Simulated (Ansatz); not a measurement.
Consider a 16-atom cell of (V,Nb)N started in the rock salt structure, site fractions V 0.500, Nb 0.500, short-range order -0.17 in the first shell of the mixed sites (0 is random, a negative value favours unlike neighbours), space group Imma at the end, an ordered arrangement that its symmetry holds. Its start:

```
CELL_PARAMETERS angstrom
      0.00063     4.30678     4.30761
      4.30678     0.00063     4.30761
      4.30741     4.30741     0.00000
ATOMIC_POSITIONS crystal
  V  0.00000 0.00000 0.00000
  Nb 0.00000 0.00000 0.50000
  Nb 0.00000 0.50000 0.00000
  V  0.00000 0.50000 0.50000
  V  0.50000 0.00000 0.00000
  Nb 0.50000 0.00000 0.50000
  V  0.50000 0.50000 0.00000
  Nb 0.50000 0.50000 0.50000
  N  0.25829 0.25829 0.24171
  N  0.24171 0.24171 0.75829
  N  0.25000 0.75000 0.23383
  N  0.25000 0.75000 0.76568
  N  0.75000 0.25000 0.23432
  N  0.75000 0.25000 0.76617
  N  0.75829 0.75828 0.24172
  N  0.74171 0.74171 0.75829
```

The mixing enthalpy is taken against the end members in the rock salt type (which need not be the stable form of NbN), relaxed in the same cell and mesh, with VN and NbN held in the symmetric form, which may not be a minimum.

These are PBE (plane waves to 420 eV, PAW; Ansatz, a program for electronic structure) values and carry that method's errors. No spin–orbit coupling; the runs are not spin-polarised. Its k-point mesh 5×5×5, Fermi–Dirac width 0.05 eV.

| end member | weight | volume per atom (Å³) |
|---|---|---|
| VN | 0.500 | 8.72 |
| NbN | 0.500 | 10.81 |

### Question
Predict the alloy's volume, bond lengths and mixing enthalpy.

### Answer
The volume per atom is 9.84 Å³ and the N–V bonds is 2.118 Å on average, from 2.089 to 2.146 (24). The N–Nb bonds is 2.169 Å on average, from 2.143 to 2.197 (24). The mixing enthalpy per site of the mixed sublattice is 61 meV and the departure of the mean lattice parameter from Vegard's line comes out as +0.4 %.
